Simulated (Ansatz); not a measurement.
Levels about the gap of amorphous Zr$_{40}$O$_{78}$ (118 atoms in a cell of 1443 Å³, 5.63 g/cm³; zone centre alone, so wide bands show as single levels with stretches between that a denser mesh fills), at the geometry that PBE relaxed, where it gives -0.1 GPa on a denser mesh. The participation number counts the atoms over which a state spreads; weights are charges in smoothed Voronoi cells. The levels come from a single point, so bond lengths are those of that geometry. Method of the levels: PBE, scalar-relativistic without spin-orbit coupling (Ansatz, a program for electronic structure). Sampling: the zone centre alone; Fermi-Dirac width 0.02 eV; no spin polarisation. The usual formal charges leave 4 electrons over, so the level spacing at the Fermi energy parts defect or band states and needn't be the band gap. At PBE the levels at the filled edge of the gap are localised (band-tail or defect states), and the nearest spread-out levels lie 3.8 eV apart at the zone centre.

It comes from a melt-quench run on a machine-learned potential (CHGNet), relaxed afterwards by DFT. O atoms were pushed apart under 1.9 Å during the dynamics, to hinder bonds among them. The hot cell started wider than the set density and was brought back towards it in steps. It is the lowest in DFT energy of 4 quenches. It is a model cell: composition and starting density were chosen by hand, and all elements were melted together. No dispersion term was used. Its density started from a set value of 5.70 and ended at 5.63 g/cm³. The simulated quench (nominally 240 K/ps over its main leg) is rapid and tends to freeze in more defects than a deposited or slowly cooled glass has. A cell of this size samples the disorder only roughly. Volume and shape were free in the relaxation.

| E - E(highest filled), eV | filling | participation number | largest on | weight O | weight Zr |
|---|---|---|---|---|---|
| -2.99 | filled | 18.8 | O, 3 neighbours | 0.94 | 0.06 |
| -2.90 | filled | 16.6 | O, 4 neighbours | 0.94 | 0.06 |
| -2.85 | filled | 12.8 | O, 3 neighbours | 0.95 | 0.05 |
| -2.82 | filled | 18.4 | O, 3 neighbours | 0.95 | 0.05 |
| -2.74 | filled | 6.6 | O, 3 neighbours | 0.95 | 0.05 |
| -0.25 | filled | 8.0 | Zr, 7 neighbours | 0.30 | 0.70 |
| 0.00 | filled | 8.9 | Zr, 7 neighbours | 0.30 | 0.70 |
| 0.63 | empty | 29.3 | Zr, 7 neighbours | 0.35 | 0.65 |
| 0.69 | empty | 35.8 | Zr, 6 neighbours | 0.36 | 0.64 |
| 0.75 | empty | 24.5 | Zr, 7 neighbours | 0.34 | 0.66 |
| 0.83 | empty | 31.1 | Zr, 7 neighbours | 0.35 | 0.65 |
| 0.93 | empty | 31.6 | Zr, 7 neighbours | 0.34 | 0.66 |
| 0.95 | empty | 25.3 | Zr, 7 neighbours | 0.35 | 0.65 |
| 1.02 | empty | 31.1 | Zr, 7 neighbours | 0.35 | 0.65 |

Most localised among these is the filled level at -2.74 eV, on a O atom, which has 3 neighbours (Zr 2.04 Å, Zr 2.25 Å, Zr 2.27 Å).
